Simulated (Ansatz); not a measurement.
The parent structure is a 12-atom supercell of SiO₂ in the rutile structure (space group P4_2/mnm, No. 136; a = 4.2362 Å, c = 2.6905 Å) at its relaxed geometry.

(Cell as relaxed with PBE.)

Levels (all Ansatz, a program for electronic structure, PAW): PBE (420 eV, no SOC); r2SCAN (500 eV, no spin-orbit coupling).

Each level relaxes its own structure.

Now apply this change: a neutral O vacancy, atoms relaxed at fixed cell, starting from a slightly rattled geometry.

```csv
quantity,PBE,r2SCAN
pressure,-2.3 GPa,?
largest displacement of a host atom from its site in the perfect cell,0.06 Å,?
```

Question: What does r2SCAN give?

Answer: 
- pressure, r2SCAN: -3.4 GPa
- largest displacement of a host atom from its site in the perfect cell, r2SCAN: 0.06 Å

PBE's pressure lies 1.1 GPa above r2SCAN's; the two agree on the largest displacement of a host atom from its site in the perfect cell. Neither level is exact; r2SCAN is the comparison here, not a measurement.

The magnetic state is the one reached from the starting moments; the real material's order can differ, and small cells can't hold many antiferromagnetic ones. In so small a cell the defect repeats every few ångströms: this is an ordered compound, not a dilute defect. Seeded moments were not kept for O vacancy.
